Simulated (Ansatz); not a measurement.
Band structure of In3Cl (P6_3/mmc, 8 atoms in the cell).

```
CELL_PARAMETERS angstrom
      6.66129     0.00000     0.00000
     -3.33064     5.76884     0.00000
      0.00000     0.00000     6.19359
ATOMIC_POSITIONS crystal
  In 0.33020 0.16510 0.75000
  In 0.66980 0.83490 0.25000
  In 0.16510 0.33020 0.25000
  In 0.83490 0.66980 0.75000
  In 0.83490 0.16510 0.75000
  In 0.16510 0.83490 0.25000
  Cl 0.66667 0.33333 0.25000
  Cl 0.33333 0.66667 0.75000
```

Level of theory: LDA (PW92), PAW files made with PBE (plane waves; Ansatz, a program for electronic structure).

Settings: kpoints.mp_grid.grid = 3 3 3; hamiltonian.xc = lda; hamiltonian.pseudopotentials = {kind: paw} (the program's default PAW files); scf.occupations.method = fermi_dirac; scf.occupations.width = 0.1 eV; kpoints.band_path.npoints = 8.

The starting cell comes from a database of computed structures (which also holds hypothetical and non-ambient phases and stackings), without a prior relaxation at this level. Its lattice was rescaled by a random factor within 2.5 % of one. The run gives no clean gap (levels at the Fermi energy touch, overlap or are partly filled at this smearing), which alone does not show that the compound is a metal.

Levels in eV from the Fermi level, bands 43 to 50:
| point | 43 | 44 | 45 | 46 | 47 | 48 | 49 | 50 |
|---|---|---|---|---|---|---|---|---|
| Γ | -2.58 | -2.34 | -2.34 | -1.30 | -1.04 | 0.81 | 0.81 | 1.66 |
| M | -2.56 | -2.26 | -1.62 | -0.61 | -0.46 | 0.32 | 0.57 | 1.28 |
| K | -3.21 | -3.03 | -1.75 | 0.45 | 0.45 | 0.69 | 0.85 | 0.85 |
| A | -3.62 | -3.62 | -1.62 | -1.62 | 0.79 | 0.79 | 0.79 | 0.79 |
| L | -2.60 | -2.60 | -1.19 | -1.19 | 1.25 | 1.25 | 1.60 | 1.60 |
| H | -2.59 | -2.59 | 0.24 | 0.24 | 0.55 | 0.55 | 0.83 | 0.83 |

Bands cross the Fermi level along this path, so the cell is metallic at this level.

Keys are those of Ansatz 0.2.
